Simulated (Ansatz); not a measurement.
Ti3Al, pressure series

Start from Ti3Al (space group P6_3/mmc, No. 194).

```
Ti3Al
1.0
    5.75530     0.00000     0.00000
   -2.87765     4.98424     0.00000
    0.00000     0.00000     4.65460
Ti Al
6 2
Cartesian
  2.87765   3.29208   1.16365
 -1.41220   4.13816   3.49095
  1.46545   0.84608   1.16365
  0.00000   1.69216   3.49095
  4.28985   0.84608   1.16365
  1.41220   4.13816   3.49095
  0.00000   3.32282   1.16365
  2.87765   1.66141   3.49095
```

Cell and atoms are relaxed at each pressure.

Method: PBE in Ansatz (plane waves to 420 eV, PAW, no SOC), earlier PAW set.

Notes on the quantities. enthalpy: H = E + PV relative to the base's energy.

| variant | enthalpy | volume per atom |
|---|---|---|
| base | – | 16.69 Å³ |
| pressure −2 GPa | -0.21 eV/atom | 17.00 Å³ |
| pressure −1 GPa | -0.10 eV/atom | 16.84 Å³ |
| pressure 3 GPa | +0.31 eV/atom | 16.28 Å³ |
| pressure 7 GPa | +0.71 eV/atom | 15.79 Å³ |
| pressure 15 GPa | +1.48 eV/atom | 14.99 Å³ |
| pressure 30 GPa | +2.82 eV/atom | 13.85 Å³ |
| pressure 50 GPa | +4.48 eV/atom | 12.75 Å³ |
| pressure 75 GPa | +6.39 eV/atom | 11.75 Å³ |
| pressure 100 GPa | +8.16 eV/atom | 10.99 Å³ |

Load acts through the strain it causes; cell and atoms are relaxed under it. Whether these cells are dynamically stable was not tested. No other phases were tried under pressure. All final runs are without spin polarisation.

Ansatz is an electronic-structure program.
